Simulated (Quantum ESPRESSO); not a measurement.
## Habitual settings against a tight run: Tc3Ge (P6_3/mmc, 8 atoms in the cell)

Self-consistent single point.

```
Tc3Ge
1.0
    5.37772     0.00000     0.00000
   -2.68886     4.65724     0.00000
    0.00000     0.00000     4.39983
Tc Ge
6 2
Direct
  0.33931   0.16966   0.75000
  0.66069   0.83034   0.25000
  0.16966   0.33931   0.25000
  0.83034   0.66069   0.75000
  0.83034   0.16966   0.75000
  0.16966   0.83034   0.25000
  0.66667   0.33333   0.25000
  0.33333   0.66667   0.75000
```

Method of the run: PBEsol, PseudoDojo standard norm-conserving (PBESOL) pseudopotentials (plane waves; Quantum ESPRESSO 7.5).

Base settings: ecutwfc = 85 Ry; occupations = smearing; smearing = gaussian; degauss = 0.0073499 Ry; potentials = {Tc: Tc.upf, Ge: Ge.upf}; K_POINTS = automatic 5 5 5 0 0 0; conv_thr = 1e-10 Ry; mixing_beta = 0.7.

Tight run (finer mesh or higher cutoff; not a proven limit): ecutwfc: 85 Ry → 119 Ry; conv_thr: 1e-10 Ry → 7.3e-11 Ry; K_POINTS: automatic 5 5 5 0 0 0 → automatic 7 7 7 0 0 0. It gave Fermi level (on the code's own zero) 22.50 eV; pressure 4.06 GPa; largest force (vector length) 0.004 eV/Å.

Quick runs, as changes from the base:
- A: the base itself
- B: ecutwfc: 85 Ry → 72 Ry; smearing: gaussian → marzari-vanderbilt; degauss: 0.0073499 Ry → 0.019992 Ry; conv_thr: 1e-10 Ry → 7.3e-06 Ry; K_POINTS: automatic 5 5 5 0 0 0 → automatic 2 2 2 1 1 1; potentials: PseudoDojo standard norm-conserving (LDA) [LDA (PW92)]
- C: smearing: gaussian → fermi-dirac; degauss: 0.0073499 Ry → 0.0099958 Ry; K_POINTS: automatic 5 5 5 0 0 0 → automatic 4 4 4 0 0 0
- D: ecutwfc: 85 Ry → 68 Ry; degauss: 0.0073499 Ry → 0.0099958 Ry; K_POINTS: automatic 5 5 5 0 0 0 → automatic 6 6 6 0 0 0
- E: ecutwfc: 85 Ry → 63 Ry; degauss: 0.0073499 Ry → 0.036749 Ry; conv_thr: 1e-10 Ry → 7.3e-05 Ry; K_POINTS: automatic 5 5 5 0 0 0 → automatic 4 4 4 0 0 0; potentials: PseudoDojo standard norm-conserving (LDA) [LDA (PW92)]

Energies are extrapolated to zero smearing width, which holds to low order in the width alone (under cold and Methfessel-Paxton smearing the free energy itself is taken).

Dashes: energy of B, E, another energy zero; pressure of B, E, not trusted under this conv_thr with d or f elements; time of B, under 30 s.

† marks runs with another functional, U, potentials or spin treatment: their distance from the tight run is not a convergence error alone.

The count of work is k-points × plane waves × bands × iterations; it is no time. Core times come from one kind of shared machine and are given to one figure; runs under 30 s give none.

The starting cell comes from a database of computed structures (which also holds hypothetical and non-ambient phases and stackings), without a prior relaxation at this level. Its lattice was rescaled by a random factor within 2.5 % of one. Spin polarisation is off. In the base run, with a pressure of about 4 GPa the cell is away from its equilibrium volume at this level.

```csv
run,energy less tight (meV/atom),pressure less tight (GPa),largest miss in a force vector (eV/Å),count of work / tight,core time / tight (rough)
A,2.6,0.00,0.069,0.28,0.1
B†,–,–,0.469,0.016,–
C,-15.6,0.13,0.177,0.23,0.09
D,31.7,-4.24,0.000,0.38,0.2
E†,–,–,0.219,0.079,0.03
```

Among the runs at the tight run's level, the energy misses run from 2.6 to 31.7 meV/atom.

Left out of this page: 1 run of the series outside the window shown, repeating another row's setting, or not comparable.
